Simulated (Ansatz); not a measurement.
Reference: AlAs (F-43m), PBEsol with spin-orbit coupling, rigid bands (plane waves, PAW; Ansatz, a program for electronic structure); axes and stresses refer to this cell.

```yaml
crystal:
  lattice:
    - [0.00000, 2.83740, 2.83740]
    - [2.83740, 0.00000, 2.83740]
    - [2.83740, 2.83740, 0.00000]
  atoms:
    - { symbol: Al, position: [0.00000, 0.00000, 0.00000] }
    - { symbol: As, position: [0.75000, 0.75000, 0.75000] }
```

electron conductivity mass: 0.33 mₑ
band gap: 1.25 eV
hole conductivity mass: 0.59 mₑ

**Question.** After one change the values are electron conductivity mass 0.33 mₑ; band gap 1.12 eV; hole conductivity mass 0.39 mₑ. Name the change that produced these shifts.
A) uniaxial stress along [110] of 2 GPa (compression positive)
B) uniaxial stress along [110] of -2 GPa (compression positive)
C) uniaxial stress along [110] of 1 GPa (compression positive)

**Answer.** A, uniaxial stress along [110] of 2 GPa (compression positive)

Masses are for dilute carriers at 300 K, harmonic means over directions unless an axis is named. Stresses and pressures are the targets of the relaxation.  The structure type is held under load, also where the real crystal would transform.
